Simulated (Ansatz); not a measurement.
A 16-atom cell of (Ti,Zr)C started in the rock salt structure, site fractions Ti 0.250, Zr 0.750, short-range order -0.11 in the first shell of the mixed sites (0 is random, a negative value favours unlike neighbours), space group Cmmm at the end, an ordered arrangement that its symmetry holds. The mixed sublattice has 8 sites.

The mixing enthalpy is taken against the end members in the rock salt type, relaxed in the same cell and mesh.

These are PBE (plane waves to 420 eV, PAW; Ansatz, an electronic-structure program) values and carry that method's errors. No spin–orbit coupling; the runs are not spin-polarised. Its k-point mesh 5×5×5, Fermi–Dirac width 0.05 eV.

```tsv
cell	energy at zero smearing (eV)
TiC	-22018.169
ZrC	-35491.949
TiZr3C4	-32122.684
```

Question: Work out the mixing enthalpy per mixed site and the interaction parameter Ω of a regular solution.

Answer: With x = 6/8 of the second end member, ΔH = [-32122.684 − 2/8 × (-22018.169) − 6/8 × (-35491.949)] / 8 = 102 meV against the separate end members. Ω = ΔH / x(1 − x) = 546 meV.
